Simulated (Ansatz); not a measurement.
# Hf2Si (model structure, started from the Ca2N type, R-3m, No. 166, 3 atoms in the cell)

Calculation: r²SCAN (Ansatz, a quantum-chemistry and plane-wave program, PAW).

Numerical settings: plane-wave cutoff 560 eV, 16×16×16 k mesh, Fermi–Dirac smearing 0.05 eV, scalar-relativistic PAW data made under PBE.

Cell (relaxed at this level):

```cif
data_Hf6Si3
_chemical_formula_sum 'Hf6 Si3'
_space_group_name_H-M_alt 'R-3m :H'
_space_group_IT_number 166
_space_group_name_Hall '-R 3 2"'
_cell_length_a 3.74921
_cell_length_b 3.74921
_cell_length_c 15.37358
_cell_angle_alpha 90.000
_cell_angle_beta 90.000
_cell_angle_gamma 120.000
loop_
_atom_site_label
_atom_site_type_symbol
_atom_site_symmetry_multiplicity
_atom_site_Wyckoff_symbol
_atom_site_fract_x
_atom_site_fract_y
_atom_site_fract_z
_atom_site_occupancy
Hf1 Hf 6 c 0.00000 0.00000 0.24030 1
Si1 Si 3 a 0.00000 0.00000 0.00000 1
```
(The calculation used a cell of 3 atoms; values per cell refer to that cell.)

For Hf2Si (model structure, started from the Ca2N type, R-3m, No. 166, 3 atoms in the cell), the band gap is zero (no gap). The bulk modulus B0 is 109 GPa.

Note: the bulk modulus is −V dP/dV from two relaxed cells at ±2 % in volume; the relaxation could raise the start's symmetry but not lower it, so the cell can be a saddle point.

Spin–orbit coupling is not included; it can open a gap where bands touch, and shift volumes and moduli.

Computed values are for the static lattice.

Cost on a shared machine: around 40 core-minutes (rough).

A model structure was made by putting elements into a prototype or built by hand; it is no filed structure, need not be a known phase, and can be a saddle point held by its symmetry.
